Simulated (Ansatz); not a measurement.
The reference is SiC in the zinc blende structure (space group F-43m, No. 216; a = 4.3290 Å). Axes: x, y, z lie along the cube axes.

Calculations: LDA/PAW in Ansatz (a first-principles code), no spin-orbit coupling.

One thing is altered: every lattice vector is shortened by 3.00 %, atoms relaxed at fixed cell.

Problem. Predict the stress tensor and what it implies for the stiffness.

Solution. Stress of the strained cell less that of the base (GPa, compression positive):
```
  24.99    0.00    0.00
   0.00   24.99    0.00
   0.00    0.00   24.99
```

Then B = −ΔP/(ΔV/V₀) with ΔV/V₀ = -0.0873 gives secant stiffness values (nonlinear terms included at this strain): B ≈ 286 GPa.

As a check, the harmonic strain energy −½ V₀ Δσ:ε is 71 meV/atom; the computed energy rise is 64 meV/atom.

Stability against distortions was not tested.
